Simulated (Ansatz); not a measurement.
## Input and output of a self-consistent single point for HfPd2 (I4mm, 3 atoms in the cell) (Ansatz)

Method: PBEsol, default PAW files made with PBE (plane waves; Ansatz, a quantum-chemistry and plane-wave program).

This input was run:

Ansatz 0.2 input:
```yaml
# HfPd2
crystal:
  lattice:
    - [-1.694531, 1.694531, 4.344014]
    - [1.694531, -1.694531, 4.344014]
    - [1.694531, 1.694531, -4.344014]
  atoms:
    - { symbol: Hf, position_ang: [0.000000, -0.000000, 0.050000] }
    - { symbol: Pd, position_ang: [0.000000, -0.000000, 2.945502] }
    - { symbol: Pd, position_ang: [-0.000000, 0.000000, 5.742526] }
basis:
  ecutwfc: 420.0
kpoints:
  mp_grid: { grid: [10, 10, 10] }
hamiltonian:
  xc: pbesol
  pseudopotentials: { kind: paw }
scf:
  occupations: { method: fermi_dirac, width: 0.1 }
output:
  forces: true
  eigenvalues: true
  stress: true
```

The program printed (abridged):

```
WARN ansatz: RAYON_NUM_THREADS=1 ignored (pool sized by the plan → 1); use --threads N
basis.fft_grid_basis auto: the FFT boxes are laid along the combinations [[1, 0, 1], [0, 1, 1], [0, 0, 1]] of the cell's own vectors, 3.389, 3.389 and 4.961 Å …
Pseudopotentials: kind: paw
Pseudopotential: Hf, paw, valence charge 26
Pseudopotential: Pd, paw, valence charge 18
Crystal: 3 atoms, lattice volume = 49.894 Å³
Basis set: ecut = 420 eV, 991 PW (Γ), FFT grids on a1+a3, a2+a3, a3, exchange–correlation on 48×48×72 points (8 copies of the dense FFT grid, shifted against one another)
Bands: 38, of which v1, the nominal top of the filled ones, is band 31 counted from 1 (30 counted from 0)
Symmetry: 8 space group operations
Space group: I4mm (ITA 107), of the structure as read, at distance tolerance 3.7e-5 Å
k-points: 102 of 1000 (time reversal used)
PAW frozen core: Hf, regenerated for the run's functional, and the local potential with it
PAW frozen core: Pd, regenerated for the run's functional, and the local potential with it
Initial density: superposition of atomic densities (neutral atoms: chi_scale 0, normalization atom), corrected by the library's trained network
Initial wavefunctions: pseudopotential atomic-orbital guess
Eigensolver: davidson
Functional: x = pbesol(κ = 0.804, μ = 0.12345679012345678), c = pbesol(β = 0.046)
SCF iter   1: F=—  HF=-29413.765697 eV  |F-HF|=—  |Δ(HF+E_count)|=         —  Δρ=9.66e-3  dr2=5.64e-2  ethr=1.77e-3  ⟨swp⟩=5.7  Hψ=14240  notcnv=0
all-band conjugate gradients solve this SCF's bands
preconditioner: auto → Kerker (q_TF=auto, 2.829 Å⁻¹)
SCF iter   2: F=—  HF=-29413.758368 eV  |F-HF|=—  |Δ(HF+E_count)|=   7.33e-3  Δρ=3.96e-3  dr2=1.09e-2  ethr=9.10e-5  ⟨swp⟩=1.1  Hψ=4698  notcnv=0  defer=1
SCF iter   3: F=—  HF=-29413.756884 eV  |F-HF|=—  |Δ(HF+E_count)|=   1.48e-3  Δρ=9.28e-4  dr2=6.51e-4  ethr=1.76e-5  ⟨swp⟩=1.7  Hψ=4291  notcnv=0  defer=1
SCF iter   4: F=—  HF=-29413.756795 eV  |F-HF|=—  |Δ(HF+E_count)|=   8.85e-5  Δρ=3.78e-4  dr2=1.55e-4  ethr=1.05e-6  ⟨swp⟩=2.1  Hψ=4834  notcnv=0  defer=1
SCF iter   5: F=—  HF=-29413.756725 eV  |F-HF|=—  |Δ(HF+E_count)|=   6.99e-5  Δρ=1.75e-4  dr2=1.45e-5  ethr=2.50e-7  ⟨swp⟩=2.0  Hψ=6552  notcnv=0  defer=1
SCF iter   6: F=—  HF=-29413.756711 eV  |F-HF|=—  |Δ(HF+E_count)|=   1.43e-5  Δρ=2.98e-5  dr2=4.61e-7  ethr=2.34e-8  ⟨swp⟩=2.1  Hψ=5141  notcnv=0  defer=1
SCF iter   7: F=-29413.756711 eV  HF=-29413.756711 eV  |F-HF|=6.54e-9  |Δ(HF+E_count)|=   6.43e-8  Δρ=6.67e-6  dr2=1.89e-8  ethr=1.61e-10  ⟨swp⟩=6.1  Hψ=15520  notcnv=0
SCF 1 converged in 7 iterations: F = -29413.756711 eV  dr2 = 1.89e-8
SCF converged after 7 iterations
Free energy (F): -29413.756711 eV
Harris-Foulkes:  -29413.756711 eV  (|F-HF|=6.54e-9)
Internal energy: -29413.701637 eV  (E = F + TS)
E sigma→0 (E₀):  -29413.729174 eV
Entropy (-TS):   -0.055074 eV (-18.358 meV/atom)
Fermi energy:    20.760249 eV
--- Per-component energies (eV) ---
  E_band       = -199.929572
  E_kinetic    = 1453.674321
  E_local      = -8424.068146  (includes V_loc(G=0)·N_el)
  E_nonlocal   = -802.288969
  E_hartree    = 3751.974006
  E_xc         = -635.023036
  E_vxc        = -690.818684  (∫ρ·V_xc dr)
  E_paw        = -14176.798514  (= ΣΔE_a)
  E_vpaw       = 759.623988  (= ΣTr[D̂ρ^β])
  E_aug_tail   = 0.000375  (compensation charges beyond the density's cutoff)
  E_ewald      = -10583.027814
  E_core_change = 1.856140  (= ΣΔE_core)
  E_smearing   = -0.055074  (= −TS)
  E_closure    = -0.000000  (closes the sum)
  Σ components = -29413.756711   (vs F -29413.756711, Δ=0.00e0)
--- Forces (eV/Å), atoms counted from 1 ---
  atom   1  Hf    -0.00000000    -0.00000000    -0.37766893
  atom   2  Pd     0.00000000    -0.00000000     0.10190088
  atom   3  Pd    -0.00000000    -0.00000000     0.27580254
  max |Σ_I F_I| component: 3.45e-5 eV/Å
--- Stress (GPa, compression-positive) ---
       -1.091389       0.000000       0.000000
        0.000000      -1.091389       0.000000
        0.000000       0.000000      -1.543632
  P = ⅓ Tr σ = -1.2421 GPa (-12.421 kbar)
  The stress holds the Pulay correction. Without it, at fixed plane waves, as pw.x and ABINIT print it: P = -1.2955 GPa
--- Band table (eV; the first three rows and the last of 102) ---
  k-point 0: bands = ["-63.7017", "-63.5993", "-41.1889", "-29.4757", "-29.4726", "-29.4726", "-29.3345", "-29.3345", "-29.3026", "-9.8714", "-9.7562", "-9.7562", "8.8361", "8.8580", "8.8580", "8.8583", "8.8682", "8.8750", "8.8750", "13.1432", [...]
  k-point 1: bands = ["-63.7013", "-63.5995", "-41.1875", "-29.4816", "-29.4751", "-29.4664", "-29.3388", "-29.3355", "-29.3011", "-9.8662", "-9.7785", "-9.7760", "8.8394", "8.8572", "8.8578", "8.8593", "8.8682", "8.8733", "8.8744", "13.4969", [...]
  k-point 2: bands = ["-63.7001", "-63.5997", "-41.1835", "-29.4889", "-29.4817", "-29.4575", "-29.3494", "-29.3383", "-29.2996", "-9.8544", "-9.8334", "-9.8273", "8.8474", "8.8537", "8.8561", "8.8624", "8.8678", "8.8717", "8.8742", "14.4045", [...]
  k-point 101: bands = ["-63.7001", "-63.6010", "-41.1895", "-29.4785", "-29.4785", "-29.4246", "-29.3518", "-29.3285", "-29.3285", "-9.8834", "-9.7543", "-9.7543", "8.8390", "8.8583", "8.8583", "8.8598", "8.8665", "8.8733", "8.8733", "15.1863", [...]
```

The run converged in 7 iterations.

The starting cell comes from a database of computed structures (which also holds hypothetical and non-ambient phases and stackings), without a prior relaxation at this level. Its lattice was rescaled by up to half a per cent. One atom was moved a little off its site on purpose. Spin-orbit coupling is off. Spin polarisation is off. Ansatz's pressure includes its estimate of the finite-basis (Pulay) stress.
